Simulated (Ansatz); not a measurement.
Cells marked so need not be the phases stable at ambient conditions, and some may be hypothetical.

 Where the default PAW files enter, the runs use the earlier of Ansatz's two default sets.

No gap correction and no spin-orbit coupling; mid-gap values are interpolated between computed energies.

A. PdPbF₄ (I4/mcm, not sure to be the ambient phase, 12 atoms a cell, 16.0 Å³ an atom, -3 GPa at this level), along the normal of (001)
B. Mg(AlH$_{4}$)$_{2}$ (P-3m1, not sure to be the ambient phase, 11 atoms a cell, 12.1 Å³ an atom), along the normal of (001)
C. K₂PtBr₆ (Fm-3m, not sure to be the ambient phase, 9 atoms a cell, 31.0 Å³ an atom), along the normal of (111)

### Question
Put the candidates in order of mid-gap decay constant of the slowest evanescent state, lowest first, for PBEsol (Ansatz, a quantum-chemistry and plane-wave program).

### Answer
C (0.21 1/Å), A (0.28 1/Å), B (0.42 1/Å)
